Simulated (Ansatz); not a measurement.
Ansatz (a first-principles code) run on Sc3Cu (Pm-3m, 4 atoms in the cell): self-consistent single point.

Computed with PBE, harder PAW files (source: ansatz) (plane waves; Ansatz).

```xyz
4
Lattice="4.4039 0.0000 0.0000 0.0000 4.4039 0.0000 0.0000 0.0000 4.4039" Properties=species:S:1:pos:R:3 pbc="T T T"
Sc     0.0000     2.2020     2.2020
Sc     2.2020     2.2020     0.0000
Sc     2.2020     0.0000     2.2020
Cu     0.0000     0.0000     0.0000
```

Reference input (self-consistent single point, DFT, PBE, plane waves, default PAW files): kpoints.mp_grid.grid = 6 6 6; hamiltonian.xc = pbe; hamiltonian.pseudopotentials = {kind: paw} (the program's default PAW files); scf.occupations.method = gaussian; scf.occupations.width = 0.1 eV. This run's input differs from it in these lines:

Ansatz 0.2 input:
```diff
@@ -14,3 +14,3 @@
   xc: pbe
-  pseudopotentials: { kind: paw }
+  pseudopotentials: { kind: paw, source: ansatz }
 scf:
```

Output (repeated stretches shortened):

```
SCF iter   1: F=—  HF=-13065.564233 eV  |F-HF|=—  |Δ(HF+E_count)|=         —  Δρ=8.86e-1  dr2=8.64e2  ethr=3.10e-3  ⟨swp⟩=3.5  Hψ=2027  notcnv=0
all-band conjugate gradients solve this SCF's bands
preconditioner: auto → Kerker (q_TF=auto, 2.512 Å⁻¹)
SCF iter   2: F=—  HF=-13115.318744 eV  |F-HF|=—  |Δ(HF+E_count)|=    4.98e1  Δρ=5.58e-1  dr2=1.66e2  ethr=3.10e-3  ⟨swp⟩=5.5  Hψ=3619  notcnv=0  defer=11
   [... lines left out ...]
SCF iter  11: F=—  HF=-13032.428467 eV  |F-HF|=—  |Δ(HF+E_count)|=   3.63e-4  Δρ=2.87e-4  dr2=6.64e-5  ethr=6.07e-6  ⟨swp⟩=2.0  Hψ=910  notcnv=0  defer=6
SCF iter  12: F=—  HF=-13032.428448 eV  |F-HF|=—  |Δ(HF+E_count)|=   1.89e-5  Δρ=9.19e-5  dr2=6.82e-6  ethr=1.28e-7  ⟨swp⟩=2.3  Hψ=855  notcnv=0  defer=5
SCF iter  13: F=—  HF=-13032.428448 eV  |F-HF|=—  |Δ(HF+E_count)|=   4.28e-7  Δρ=9.23e-6  dr2=1.03e-7  ethr=1.92e-10  ⟨swp⟩=7.5  Hψ=3191  notcnv=0
SCF iter  14: F=-13032.428448 eV  HF=-13032.428448 eV  |F-HF|=2.19e-8  |Δ(HF+E_count)|=   1.05e-8  Δρ=4.83e-6  dr2=2.69e-8  ethr=1.92e-10  ⟨swp⟩=3.9  Hψ=1747  notcnv=0
SCF 1 converged in 14 iterations: F = -13032.428448 eV  dr2 = 2.69e-8
Free energy (F): -13032.428448 eV
Internal energy: -13032.398156 eV  (E = F + TS)
E sigma→0 (E₀):  -13032.413302 eV
Entropy (-TS):   -0.030292 eV (-7.573 meV/atom)
Fermi energy:    10.305751 eV
--- Forces (eV/Å), atoms counted from 1 ---
  atom   1  Sc     0.00000000     0.00000000     0.00000000
   [... zero for the other atoms too ...]
--- Stress (GPa, compression-positive) ---
       -2.301894       0.000000       0.000000
        0.000000      -2.301894      -0.000000
        0.000000      -0.000000      -2.301894
  P = ⅓ Tr σ = -2.3019 GPa (-23.019 kbar)
  The stress holds the Pulay correction. Without it, at fixed plane waves, as pw.x and ABINIT print it: P = -2.3058 GPa
```

The run converged in 14 iterations. Against the reference run the pressure stays at -2.30 GPa. The full log also holds: “WARN basis.ecutwfc = 700 eV, the default”.

The starting cell was generated: these elements placed on a structure prototype, without a prior relaxation; it need not be a known phase or ordering of this composition. Its lattice was rescaled by a random factor within 2.5 % of one. Spin polarisation is off. Ansatz's pressure includes its estimate of the finite-basis (Pulay) stress.
